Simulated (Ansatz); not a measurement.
Reference: GaP (F-43m), PBEsol, rigid bands (plane waves, PAW, scalar-relativistic; Ansatz, an electronic-structure program); axes and stresses refer to this cell.

```yaml
crystal:
  lattice:
    - [0.00000, 2.71944, 2.71944]
    - [2.71944, 0.00000, 2.71944]
    - [2.71944, 2.71944, 0.00000]
  atoms:
    - { symbol: Ga, position: [0.00000, 0.00000, 0.00000] }
    - { symbol: P, position: [0.25000, 0.25000, 0.25000] }
```

* **electron conductivity mass**: 0.34 mₑ
* **band gap**: 1.45 eV
* **Seebeck coefficient, p-type 1e19 cm⁻³**: 339 μV/K

**Question.** Change: functional r2SCAN on the same cell. What happens to electron conductivity mass, band gap, Seebeck coefficient, p-type 1e19 cm⁻³?

**Answer.** electron conductivity mass moves little, to 0.34 mₑ; band gap rises to 1.84 eV; Seebeck coefficient, p-type 1e19 cm⁻³ moves little, to 337 μV/K.

Masses are for dilute carriers at 300 K, harmonic means over directions unless an axis is named. Seebeck coefficients are for the stated density at 300 K, with one relaxation time for all states and whether or not that doping can be reached. Spin-orbit coupling is left out unless a row names it.
